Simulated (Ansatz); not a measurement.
The reference is PbS in the rock salt structure (space group Fm-3m, No. 225; a = 5.903 Å).

Method: Ansatz (a quantum-chemistry and plane-wave program), PBEsol, PAW, cutoff 420 eV, no spin-orbit coupling.

One thing is altered: 0.103 electrons added to each cell, a density of 2.0×10^21 cm⁻³, with a uniform compensating background at fixed cell and a 300 K Fermi–Dirac width.

### Question
How does this affect the Fermi level from band edge?

### Answer
The Fermi level relative to the doped band's edge (positive inside the band; to 0.05 eV) is +0.75 eV.

Charged cell with a jellium background: band edges are those of the host's band count, energies are not comparable with the neutral cell, and many-body gap narrowing is missing. Whether these cells are dynamically stable was not tested. The base started in P3_121 and relaxed to Fm-3m at this level.
